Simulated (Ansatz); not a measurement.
Phonon-limited resistivity of YB₂C₂ (P4_2/mmc) against temperature in μΩ·cm, PBEsol, DFPT electron-phonon coupling, linearised Boltzmann equation in Ansatz (a first-principles code), harmonic crystal at a fixed cell. x, y and z are the axes of this cell:
```yaml
crystal:
  lattice:
    - [3.78045, 0.00000, 0.00000]
    - [0.00000, 3.78045, 0.00000]
    - [0.00000, 0.00000, 7.06867]
  atoms:
    - { symbol: Y, position: [0.00000, 0.00000, 0.75000] }
    - { symbol: Y, position: [0.00000, 0.00000, 0.25000] }
    - { symbol: B, position: [0.21575, 0.50000, 0.00000] }
    - { symbol: B, position: [0.78425, 0.50000, 0.00000] }
    - { symbol: B, position: [0.50000, 0.21575, 0.50000] }
    - { symbol: B, position: [0.50000, 0.78425, 0.50000] }
    - { symbol: C, position: [0.50000, 0.18736, 0.00000] }
    - { symbol: C, position: [0.50000, 0.81264, 0.00000] }
    - { symbol: C, position: [0.81264, 0.50000, 0.50000] }
    - { symbol: C, position: [0.18736, 0.50000, 0.50000] }
```

```tsv
T	ρ (x, y)	ρ (z)
50 K	0.204	0.226
77 K	0.957	1.11
100 K	1.96	2.34
150 K	4.81	___
200 K	8.18	___
250 K	11.8	14.9
273 K	13.5	17.0
300 K	15.6	19.5
350 K	19.4	24.1
400 K	23.3	28.8
500 K	31.3	38.1
600 K	39.3	47.4
800 K	55.2	65.9
```

### Question
Complete the blanks.

### Answer

- 150 K, ρ (z): 5.98
- 200 K, ρ (z): 10.3

A metal at this level (no band gap). Only scattering by harmonic phonons is included (no impurities, grain boundaries, electron-electron scattering or thermal expansion). Spin-orbit coupling is left out. The run warned that the eigensolver left some states short of its tolerance. Halving the electron mesh (24x24x12) moves the resistivity by up to 2 %. Smearing 0.20 eV; phonons on a 4x4x2 q mesh, which this run doesn't test and which matters most at low temperature.

Computed structure with no diffraction record at hand here (it may be known, metastable or hypothetical): YB2C2 (P4_2/mmc).
